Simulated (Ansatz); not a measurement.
Reference: monolayer Sb, PBE, rigid bands (plane waves, PAW, scalar-relativistic; Ansatz, a first-principles code); axes and stresses refer to this cell.

```
CELL_PARAMETERS angstrom
      4.12169     0.00000     0.00000
     -2.06084     3.56949     0.00000
      0.00000     0.00000    17.40652
ATOMIC_POSITIONS crystal
  Sb 0.66667 0.33333 0.54695
  Sb 0.33333 0.66667 0.45305
```

electron conductivity mass: 0.23 mₑ
band gap: 1.29 eV
hole conductivity mass: 0.27 mₑ

Problem. Change: uniaxial strain xx +4 %, other axes clamped. What happens to electron conductivity mass, band gap, hole conductivity mass?

Solution. electron conductivity mass increases to 0.25 mₑ; band gap decreases to 1.18 eV; hole conductivity mass shrinks to 0.170 mₑ.

Masses are for dilute carriers at 300 K, harmonic means over directions unless an axis is named. Spin-orbit coupling is left out unless a row names it; without it the gap and masses of crystals with these elements can be far off. The structure type is held under load, also where the real crystal would transform.
